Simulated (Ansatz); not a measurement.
Data:

```xyz
4
Lattice="3.8058 0.0000 0.0000 -1.9029 3.2959 0.0000 0.0000 0.0000 6.2380" Properties=species:S:1:pos:R:3 pbc="T T T"
Zn     0.0000     2.1973     0.0009
Zn     1.9029     1.0986     3.1199
S      0.0000     2.1973     2.3384
S      1.9029     1.0986     5.4574
```

Space group of this cell: P6_3mc, wurtzite. The cell is taken as given.

The current runs along the normal of the first two printed vectors, the (001) plane. All runs by Ansatz (a quantum-chemistry and plane-wave program), plane waves and PAW, without spin-orbit coupling; the base is r2SCAN.

```json
[
 {"run": "base", "mean pressure (GPa)": "0.1", "gap (eV)": "2.79", "mid-gap κ (1/Å)": "0.176"},
 {"run": "all lengths scaled by 0.98", "mean pressure (GPa)": "5.5", "gap (eV)": "…", "mid-gap κ (1/Å)": "0.187"},
 {"run": "all lengths scaled by 1.02", "mean pressure (GPa)": "-4.0", "gap (eV)": "…", "mid-gap κ (1/Å)": "…"},
 {"run": "lda in place of r2scan", "mean pressure (GPa)": "-3.9", "gap (eV)": "…", "mid-gap κ (1/Å)": "…"},
 {"run": "lengths along the current scaled by 0.97, ions clamped", "mean pressure (GPa)": "2.8", "gap (eV)": "2.98", "mid-gap κ (1/Å)": "0.187"},
 {"run": "pbesol in place of r2scan", "mean pressure (GPa)": "-1.3", "gap (eV)": "2.08", "mid-gap κ (1/Å)": "0.143"}
]
```

What belongs in the gaps?


- all lengths scaled by 0.98, gap (eV): 3.08
- all lengths scaled by 1.02, gap (eV): 2.51
- all lengths scaled by 1.02, mid-gap κ (1/Å): 0.164
- lda in place of r2scan, gap (eV): 1.97
- lda in place of r2scan, mid-gap κ (1/Å): 0.136
